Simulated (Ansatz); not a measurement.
Start from ZnSiP$_{2}$ in the chalcopyrite structure (space group I-42d, No. 122; a = 5.419 Å, c = 10.540 Å).

Perturbation: every lattice vector is shortened by 3.00 %, atoms relaxed at fixed cell.

The values are results of Kohn–Sham DFT with the PBE functional, run in Ansatz (a quantum-chemistry and plane-wave program) with PAW and 420 eV plane waves, scalar-relativistic without spin-orbit coupling, not measurements.

Base, band edges from the VBM (valence, conduction): M -1.08, 1.56; G -0.88, 2.23; R -0.88, 2.23; X -0.54, 1.91; Γ 0.00, 1.36; S₀ -0.56, 1.67; S -0.56, 1.67; N -0.76, 2.72; P -0.88, 2.62 eV.

Q: Give the band edges at the high-symmetry points of the new zone, measured from its valence-band maximum.

A: 
```
point  valence edge (eV)  conduction edge (eV)
-----  -----------------  --------------------
Γ                   0.00                  1.13
X                  -0.62                  2.18
P                  -0.99                  2.87
N                  -0.90                  2.77
M                  -1.29                  1.37
S                  -0.68                  1.55
S₀                 -0.68                  1.55
R                  -0.99                  2.49
G                  -0.99                  2.49
```

The gap is 1.13 eV, direct at Γ.

The cells carry an imposed strain or load. Whether these cells are dynamically stable was not tested.
